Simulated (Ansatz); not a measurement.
Effective masses and thermopower of TiO₂ under load (space group I4_1/amd)

Given:

```yaml
crystal:
  lattice:
    - [-1.85652, 1.85652, 4.77659]
    - [1.85652, -1.85652, 4.77659]
    - [1.85652, 1.85652, -4.77659]
  atoms:
    - { symbol: Ti, position: [0.00000, 0.00000, 0.00000] }
    - { symbol: Ti, position: [0.75000, 0.25000, 0.50000] }
    - { symbol: O, position: [0.95726, 0.45726, 0.50000] }
    - { symbol: O, position: [0.20726, 0.20726, 0.00000] }
    - { symbol: O, position: [0.79274, 0.79274, 0.00000] }
    - { symbol: O, position: [0.54274, 0.04274, 0.50000] }
```

The numbers are results of PBEsol, rigid bands (plane waves, PAW, scalar-relativistic; Ansatz, a program for electronic structure), not measurements. Condition of this run: biaxial strain xx = yy = -1.5 %, z clamped. Geometry: cell and atoms relaxed with PBEsol, then loaded as said.

| Property | Result |
|---|---|
| band gap | 2.20 eV |
| electron conductivity mass (300 K, dilute) | 0.41 (x), 0.41 (y), 4.1 (z) mₑ |
| hole conductivity mass (300 K, dilute) | 2.2 (x), 2.2 (y), 1.10 (z) mₑ |
| effective density of states N_c (300 K) | 2.0e19 cm⁻³ |
| effective density of states N_v (300 K) | 2.1e20 cm⁻³ |
| density-of-states mass, electrons | 0.85 mₑ |
| density-of-states mass, holes | 4.1 mₑ |
| Seebeck coefficient, n-type 1e19 cm⁻³, 300 K | -276 μV/K |
| best n-type power factor at 300 K for τ = 10 fs (best axis; densities from 1e16 to 1e21 cm⁻³ tried, whether or not they can be reached) | 7.8 μW/(cm·K²) at 1e20 cm⁻³ |
| Seebeck coefficient, p-type 1e19 cm⁻³, 300 K | 478 μV/K |
| best p-type power factor at 300 K for τ = 10 fs (best axis; densities from 1e16 to 1e21 cm⁻³ tried, whether or not they can be reached) | 25 μW/(cm·K²) at 3e20 cm⁻³ |

Rigid bands; masses and Seebeck coefficients take one relaxation time τ for all states and one kind of carrier; polarons and phonon drag are left out. Spin-orbit coupling is left out; where it splits the top of the valence band, N_v and the p-type Seebeck coefficient come out somewhat high without it.
